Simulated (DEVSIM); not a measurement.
Structure: abrupt Ge p-n junction, at 300 K.

Layer 1 from the left is Ge, thickness (μm) 16.0, Na (cm⁻³) 2.2e17, τn (s) 9.5e-6, τp (s) 9.5e-6. Layer 2 from the left is Ge, thickness (μm) 2.30, Nd (cm⁻³) 1.4e16, τn (s) 9.5e-6, τp (s) 9.5e-6.

Left contact: ohmic. Right contact: ohmic. Voltage is applied to the left contact. Recombination: SRH at mid-gap, Auger. Mobility is constant in doping.

Constants are typed, rounded textbook-type inputs, not results; the design itself was drawn at random and stands for no fabricated device. Values at 300 K.

Ge: gap (eV) 0.664, affinity (eV) 4, permittivity 16, Nc (cm⁻³) 1.04e19, Nv (cm⁻³) 6e18, μn (cm²/Vs) 3900, μp (cm²/Vs) 1900, Cn (cm⁶/s) 1e-31, Cp (cm⁶/s) 1e-31.

DEVSIM, 1D drift-diffusion, Boltzmann statistics, complete ionisation; no tunnelling, impact ionisation, image-force lowering or self-heating.

Task: What does the simulation give for the potential step across the device at zero bias, the dark forward voltage at 100 A/cm², the largest field in the device at zero bias, the dark forward voltage at 1 A/cm²?

Result: potential step across the device at zero bias 0.408 V; dark forward voltage at 100 A/cm² 0.299 V; largest field in the device at zero bias 36000 V/cm; dark forward voltage at 1 A/cm² 0.175 V.
